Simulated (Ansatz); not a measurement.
# BaZrO3 (I4/mcm, No. 140, 10 atoms in the cell; start mp-1019544; a measured phase of this formula has another space group)

These are r²SCAN (Ansatz, a quantum-chemistry and plane-wave program, PAW) values and carry that method's errors.

Settings: plane-wave cutoff 560 eV, 8×8×8 k mesh, Fermi–Dirac smearing 0.01 eV, scalar-relativistic PAW data made under PBE.

Cell (relaxed with PBEsol):

```yaml
crystal:
  lattice:
    - [-2.94881, 2.94881, 4.18986]
    - [2.94881, -2.94881, 4.18986]
    - [2.94881, 2.94881, -4.18986]
  atoms:
    - { symbol: Ba, position: [0.75000, 0.25000, 0.50000] }
    - { symbol: Ba, position: [0.25000, 0.75000, 0.50000] }
    - { symbol: Zr, position: [0.00000, 0.00000, 0.00000] }
    - { symbol: Zr, position: [0.50000, 0.50000, 0.00000] }
    - { symbol: O, position: [0.75000, 0.75000, 0.00000] }
    - { symbol: O, position: [0.25000, 0.25000, 0.00000] }
    - { symbol: O, position: [0.22638, 0.72638, 0.95275] }
    - { symbol: O, position: [0.77362, 0.27362, 0.04725] }
    - { symbol: O, position: [0.72638, 0.77362, 0.50000] }
    - { symbol: O, position: [0.27362, 0.22638, 0.50000] }
```

| Item | Result |
|---|---|
| band gap | 3.86 eV |
| smallest direct gap on the k points sampled | 3.86 eV |

Note: cell and atoms aren't relaxed at this level (largest force component 0.03 eV/Å, pressure 3.0 GPa).

Spin–orbit coupling is not included.

Static lattice: no zero-point or thermal effects.

It cost roughly 80 core-seconds of CPU time.

A start named mp-… is a Materials Project structure, which need not be a measured phase.
